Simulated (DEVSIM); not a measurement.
Structure: Ni/SiO2/p-Si capacitor, at 300 K.

```csv
layer (left to right),material,thickness (nm),Na (cm⁻³)
1,SiO2,2.70,-
2,Si,2100,7.8e16
```

Metal gate on the left, work function 5.1 eV. Fixed charge at the semiconductor interface 1.8e12 cm⁻² (in units of +e); no interface traps.

This is a model device: material constants are rounded textbook-type values typed into the input, and sizes, dopings and lifetimes were drawn at random. Values at 300 K.

```csv
parameter,SiO2,Si
gap (eV),9,1.124
affinity (eV),0.9,4.05
permittivity,3.9,11.7
Nc (cm⁻³),-,2.86e19
Nv (cm⁻³),-,3.1e19
```

Model (solved in DEVSIM): 1D Poisson equation in equilibrium, Boltzmann statistics, complete ionisation; no quantum confinement or tunnelling. Metal contacts follow the ideal Schottky-Mott rule: no Fermi-level pinning, no interface dipoles.

The substrate doping was swept, all else fixed.

```
substrate doping (cm^-3)  minimum of the low-frequency capacitance (μF/cm²)  flat-band voltage (V)  threshold voltage (band bending 2φF) (V)
------------------------  -------------------------------------------------  ---------------------  ----------------------------------------
3.9e15                                                               0.0247                  -0.07                                      0.62
7.8e15                                                               0.0341                  -0.08                                      0.65
1.6e16                                                                  ___                  -0.10                                       ___
3.9e16                                                               0.0684                  -0.13                                      0.73
7.8e16                                                               0.0927                  -0.14                                      0.79
1.6e17                                                                0.126                  -0.16                                      0.86
```

Task: Fill in the missing entries.

Result: 
- 1.6e16, minimum of the low-frequency capacitance (μF/cm²): 0.0464
- 1.6e16, threshold voltage (band bending 2φF) (V): 0.68
